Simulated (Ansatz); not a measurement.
Take ZnS in the zinc blende structure (space group F-43m, No. 216; a = 5.357 Å) as the base. Axes: x, y, z lie along the cube axes.

Computed with PBEsol/PAW in Ansatz (an electronic-structure program), spin-orbit coupling left out, earlier PAW set.

Strains are applied to the cell and any free atomic positions relax; under biaxial strain the out-of-plane vector relaxes too.

One change was made to it. Results:

The band gap falls by 0.06 eV to 2.02 eV; the energy increases by 0.5 meV/atom; the shortest interatomic distance goes up by 0.003 Å, from 2.320 Å to 2.323 Å.

**Question.** Which of these changes matches the shifts?
(A) biaxial strain +0.54 %, plane normal [110], relaxed out of plane
(B) biaxial strain −2.89 %, plane normal [110], relaxed out of plane
(C) biaxial strain −1.70 %, plane normal [111], relaxed out of plane
(D) isotropic strain −1.06 %
(E) uniaxial strain ε_yy = +2.46 %

**Answer.** A, biaxial strain +0.54 %, plane normal [110], relaxed out of plane. For comparison, the band gap in the other runs: biaxial strain −2.89 %, plane normal [110], relaxed out of plane gives 2.06 eV; biaxial strain −1.70 %, plane normal [111], relaxed out of plane gives 2.10 eV; uniaxial strain ε_yy = +2.46 % gives 1.94 eV; isotropic strain −1.06 % gives 2.22 eV.

A biaxial case was relaxed in a doubled cell and then solved in the primitive one. Stability against distortions was not tested.
